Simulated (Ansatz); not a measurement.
The reference is ZnSe in the zinc blende structure (space group F-43m, No. 216; a = 5.665 Å).

Now apply this change: hydrostatic tension (pressure −2 GPa).

Levels (all Ansatz, a first-principles code, PAW): r2SCAN (500 eV, without spin-orbit coupling); HSE06+SOC (420 eV, with spin-orbit coupling).

The geometry is relaxed with r2SCAN.

| Quantity | Result |
|---|---|
| r2SCAN band gap | 1.73 eV |
| r2SCAN valence-band top at Γ | 0.00, 0.00, 0.00 eV |

**Question.** Predict the band gap and valence-band top at Γ from HSE06+SOC.

**Answer.** The band gap goes up by 0.40 eV (1.73 eV → 2.13 eV); the valence-band top at Γ (three highest Kramers pairs, from the VBM) becomes 0.00, 0.00, -0.43 eV (r2SCAN: 0.00, 0.00, 0.00 eV). The threefold valence maximum splits by Δso ≈ 0.43 eV.

Single points use the geometry relaxed with r2SCAN. Their cutoffs differ, which shifts pressures a little. Differences between runs with and without spin-orbit coupling are approximate. Load acts through the strain it causes; cell and atoms are relaxed under it. Whether these cells are dynamically stable was not tested.
